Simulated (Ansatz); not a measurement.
## Al12W, pressure series

The reference is Al12W (space group Im-3, No. 204; a = 7.538 Å).

Cell and atoms are relaxed at each pressure.

Calculations: PBEsol, PAW, 420 eV (Ansatz, an electronic-structure program; no SOC).

Notes on the quantities. enthalpy: H = E + PV relative to the base's energy.

```csv
case,lattice parameter a,enthalpy
base,7.538 Å,–
pressure −2 GPa,7.593 Å,-0.21 eV/atom
pressure −1 GPa,7.565 Å,-0.10 eV/atom
pressure 0.3 GPa,7.531 Å,+0.03 eV/atom
pressure 0.7 GPa,7.521 Å,+0.07 eV/atom
pressure 1.5 GPa,7.501 Å,+0.15 eV/atom
pressure 3 GPa,7.466 Å,+0.30 eV/atom
pressure 5 GPa,7.423 Å,+0.50 eV/atom
pressure 7.5 GPa,7.373 Å,+0.74 eV/atom
pressure 10 GPa,7.328 Å,+0.98 eV/atom
```

Load acts through the strain it causes; cell and atoms are relaxed under it. Whether these cells are dynamically stable was not tested. Competing high-pressure phases were not computed. The final runs are not spin-polarised.
